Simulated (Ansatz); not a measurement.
The parent structure is BN in the zinc blende structure (space group F-43m, No. 216).

```xyz
2
Lattice="0.0000 1.8049 1.8049 1.8049 0.0000 1.8049 1.8049 1.8049 0.0000" Properties=species:S:1:pos:R:3 pbc="T T T"
N      2.7073     2.7073     2.7073
B      0.0000     0.0000     0.0000
```

Cartesian axes are those of the cell as printed.

Calculations: r2SCAN, PAW, 500 eV (Ansatz, a first-principles code; no spin-orbit coupling).

Before the change:

The pressure comes out as 0.00 GPa. The valley order is X along ⟨100⟩ 5.00 eV and the shortest interatomic distance comes out as 2.954 bohr.

One thing is altered: strain tensor (xx, yy, zz, yz, xz, xy) = (−0.41, −0.75, −0.49, +0.63, −0.31, −0.52) %; the atoms relax in the strained cell.

Predict the new pressure, valley order and shortest interatomic distance.

The pressure (mean of the normal stresses, compression positive) goes from zero to 6.83 GPa; the valley order (the lowest conduction-band minima on the path, energy above the VBM, named in the base's zone) becomes X along [010] 4.94 eV; X along [001] 4.98 eV; X along [100] 4.99 eV (base: X along ⟨100⟩ 5.00 eV); the shortest interatomic distance drops by 0.032 bohr to 2.922 bohr.

The levels and masses belong to the bands next to the band gap. Stability against distortions was not tested.
